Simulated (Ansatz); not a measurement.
## Fermi-surface data of Cu under load (space group Fm-3m)

Input:

```
Cu
1.0
    0.00000     1.76581     1.76581
    1.76581     0.00000     1.76581
    1.76581     1.76581     0.00000
Cu
1
Direct
  0.00000   0.00000   0.00000
```

These are PBEsol, rigid bands (plane waves, PAW, scalar-relativistic; Ansatz, a first-principles code) values and carry that method's errors. Condition of this run: hydrostatic pressure 5 GPa (the target of the relaxation). How the cell was made: cell and atoms relaxed with PBEsol, then loaded as said.

| Property | Result |
|---|---|
| density of states at the Fermi level | 0.294 states/(eV·cell), both spins |
| bare Sommerfeld coefficient | 0.69 mJ/(mol of atoms·K²) |
| Drude plasma energy | 9.2 eV |
| root-mean-square Fermi velocity | 1.1e6 m/s |
| resistivity times τ | 5.8 ×10⁻²² Ω·m·s |
| resistivity times mean free path | 6.4 ×10⁻¹⁶ Ω·m² |

A metal at this level (no band gap); rigid bands, thermally averaged at 300 K, both spins. Spin-orbit coupling is left out. τ is one relaxation time for all states; the product of resistivity and mean free path takes one path for all states instead.
